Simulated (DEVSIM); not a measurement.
Device: Schottky contact on n-type Si, at 300 K.

Layer 1 from the left is Si, thickness (μm) 1.90, Nd (cm⁻³) 4.9e15, τn (s) 1.6e-5, τp (s) 1.6e-5.

Left contact: Schottky, work function 4.92 eV, emission velocity 9e6 cm/s. Right contact: ohmic. Voltage is applied to the left contact. Recombination: SRH at mid-gap. Mobility is μmin + (μ − μmin)/(1 + (N/Nref)^α).

Constants are typed, rounded textbook-type inputs, not results; the design itself was drawn at random and stands for no fabricated device. Values at 300 K.

Si: gap (eV) 1.124, affinity (eV) 4.05, permittivity 11.7, Nc (cm⁻³) 2.86e19, Nv (cm⁻³) 3.1e19, μn (cm²/Vs) 1417, μp (cm²/Vs) 470, μn,min 52, μp,min 45, Nref,n 9.7e16, Nref,p 2.2e17, αn 0.68, αp 0.72.

Question: Estimate by hand the built-in potential, the peak field at zero bias, the capacitance at -6 V, and compare with a numerical solution.

Answer: 
- Built-in potential: barrier φB = 0.870 eV; Vbi = φB − kT/q ln(N_band/N) = 0.646 V; numerical 0.646 V.
- Peak field at zero bias: depletion approximation: W = √(2εVbi/(qN)) = 0.413 μm with N = 4.90e15 cm⁻³; field = 2Vbi/W = 31300 V/cm; numerical 30800 V/cm (estimate above by 1.5 %).
- Capacitance at -6 V: C = √(qεN / 2(Vbi + |V|)) = 7.82 nF/cm²; numerical 7.83 nF/cm².

Simulated with DEVSIM: 1D drift-diffusion, Boltzmann statistics, complete ionisation; no tunnelling, impact ionisation, image-force lowering or self-heating. Metal contacts follow the ideal Schottky-Mott rule: no Fermi-level pinning, no interface dipoles.
